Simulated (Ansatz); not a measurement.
Stishovite (SiO2): LDA at its full settings (plane-wave cutoff 520 eV, 8×8×12 k mesh (along the axes of the cell as run), Fermi–Dirac smearing 0.01 eV, scalar-relativistic PAW data made under PBE) and at cheaper ones, in a cell of 6 atoms with Γ-centred meshes.

```tsv
level and setting	equilibrium lattice constant a (Å)	c axis length (Å)	bulk modulus (GPa)
LDA (Ansatz)	4.155	2.662	307
LDA (Γ point alone) (Ansatz)	4.867	2.526	41.2
LDA (2×2×2 k mesh) (Ansatz)	4.102	2.727	327
LDA (4×4×4 k mesh) (Ansatz)	4.153	2.664	308
```

Largest shifts from the full settings: lattice constant a +17.1 % (LDA (Γ point alone)), against a difference of -0.57 % of the full result from the reference 4.179 Å (measured, room temperature, not corrected to a static lattice; as tabulated in Hiroi (2015), arXiv:1503.02262); lattice parameter c -5.11 % (LDA (Γ point alone)), against a difference of -0.11 % of the full result from the reference 2.665 Å (measured, room temperature, not corrected to a static lattice; as tabulated in Hiroi (2015), arXiv:1503.02262); bulk modulus -87 % (LDA (Γ point alone)), against a difference of -1.0 % of the full result from the reference 310 ± 1 GPa (measured, 300 K, no zero-point or thermal correction; as tabulated in arXiv:1001.2066).

The full settings aren't shown to be converged themselves.

Ansatz's density-functional and Hartree–Fock values are scalar-relativistic unless marked +SOC, with PAW data made under PBE.

Run with cheap settings on purpose, which may leave them unconverged: LDA (2×2×2 k mesh), LDA (4×4×4 k mesh), LDA (Γ point alone).

Ansatz is an electronic-structure program.
